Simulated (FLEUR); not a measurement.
FLEUR run on Pt (Fm-3m, 1 atom in the cell): self-consistent single point.

Method of the run: LDA (Perdew-Zunger), all-electron FLAPW (FLEUR), scalar-relativistic valence in FLEUR.

```yaml
crystal:
  lattice:
    - [0.00000, 2.00312, 2.00312]
    - [2.00312, 0.00000, 2.00312]
    - [2.00312, 2.00312, 0.00000]
  atoms:
    - { symbol: Pt, position: [0.00000, 0.00000, 0.00000] }
```

Reference input (self-consistent single point, DFT, PBE, all-electron FLAPW (FLEUR), scalar-relativistic valence): Kmax = 4 1/bohr; GmaxXC = 14 1/bohr; xcFunctional = pbe; jspins = 1; l_soc = F; mode = hist; fermiSmearingEnergy = 0.00183747 Htr; mesh (inpgen div1-3) = 19 19 19; inpgen gamma flag = false; Gmax = 14 1/bohr; numbands = 0; maxIterBroyd = 15. This run's input differs from it in these lines:

```diff
@@ -13,2 +13,3 @@
 &comp jspins=1 /
+&exco xctyp='pz' /
 &kpt div1=19 div2=19 div3=19 /
@@ -25,3 +26,3 @@
       <coreElectrons ctail="T" frcor="F" kcrel="0" coretail_lmax="0"/>
-      <xcFunctional name="pbe" relativisticCorrections="F"/>
+      <xcFunctional name="pz" relativisticCorrections="F"/>
       <magnetism jspins="1"/>
```

The program printed (abridged):

```
 Iteration:     1   Distance:      18.76435073 me/bohr^3
 Iteration:     2   Distance:      16.72053738 me/bohr^3
 Iteration:     3   Distance:       6.98595488 me/bohr^3
 Iteration:     4   Distance:       3.04186914 me/bohr^3
 Iteration:     5   Distance:       3.19747926 me/bohr^3
   [... 4 lines left out ...]
 Iteration:    10   Distance:       0.00220342 me/bohr^3
 Iteration:    11   Distance:       0.00003490 me/bohr^3
 Iteration:    12   Distance:       0.00004237 me/bohr^3
 Iteration:    13   Distance:       0.00000243 me/bohr^3
 Run finished successfully
 Stop message:
   Structural relaxation: Done

[file out, last iteration]
             iter=     14
[...]
          total density-effective poten   -3.2409632460E+04
          total charge density-energy d   -3.4692712011E+02
 Updated energy parameters for spin:           1
[...]
 fermi energy and band-weighting factors:

[...]
FERMIE:
          first approx. to ef    (T=0)  :   0.464617 htr   (energy of the highest occ. eigenvalue)
          number of occ. states  (T=0)  :       1771
          first approx. to seigv (T=0)  :  -5.333980 htr
          sum of weights of occ. states :   8.006561
          sum of semicore charge        :   0.000000 e
FERHIS:  Fermi-Energy by histogram:
          bandgap                     :   0.000021 htr
   [... lines left out ...]
          charge neutrality (T=0)     :   0.013121    (zero if the highest occ. eigenvalue is "entirely" occupied)
     EF_NEWTON:  Adjust Fermi-Energy by Newton-Method.
 Direct bandgap for spin            1 :    4.9412823768228975E-003  Htr
   [... lines left out ...]
 ---->    (input%tkb*entropy) TS=              0.0006584202 htr
 ---->    free energy=                    -18436.4558529490 htr
      extrapolation for T->0
 ---->    total electron energy=          -18436.4555237389 htr
 ***** TOTAL FORCES ON ATOMS *****
 TOTAL FORCE FOR ATOM TYPE=  1  X=  0.000   Y=  0.000   Z=  0.000
                       FX_TOT= 0.000000 FY_TOT= 0.000000 FZ_TOT= 0.000000
 Structural relaxation: Done
```

The run converged in 13 iterations. FLEUR gives forces in its relaxation mode, with a further iteration, so its stop message speaks of a relaxation. 

The starting cell comes from a database of computed structures (which also holds hypothetical and non-ambient phases and stackings), without a prior relaxation at this level. Its lattice was rescaled by a random factor within 2.5 % of one. Spin-orbit coupling is off. Spin polarisation is off. Values depend on the basis (sphere radii, cutoffs, local orbitals), which need not be converged. The log's line on a gap gives a spacing of levels on this mesh, which the program prints for metals too.
